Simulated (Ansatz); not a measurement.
Start from WC (space group P-6m2, No. 187; relaxed with 0.1 eV smearing).

```
WC
1.0
    2.92246     0.00000     0.00000
   -1.46123     2.53092     0.00000
    0.00000     0.00000     2.84619
W C
1 1
Cartesian
  0.00000   0.00000   0.00000
  0.00000   1.68728   1.42310
```

Level of theory: PBE/PAW in Ansatz (an electronic-structure program), without spin-orbit coupling.

Strains are applied to the cell and any free atomic positions relax.

One change was made to it. Results:

The energy goes up by 12 meV/atom; the band gap remains zero; the pressure (mean of the normal stresses, compression positive) goes from zero to 12.4 GPa.

Question: Name the change that was made.
A) isotropic strain +0.50 %
B) isotropic strain −1.00 %
C) isotropic strain −0.50 %
D) isotropic strain −1.50 %
E) isotropic strain −2.50 %

Answer: B, isotropic strain −1.00 %. For comparison, the energy relative to the base in the other runs: isotropic strain +0.50 % gives +2.8 meV/atom; isotropic strain −2.50 % gives +77 meV/atom; isotropic strain −0.50 % gives +2.9 meV/atom; isotropic strain −1.50 % gives +27 meV/atom.

Whether these cells are dynamically stable was not tested. The final runs are not spin-polarised.
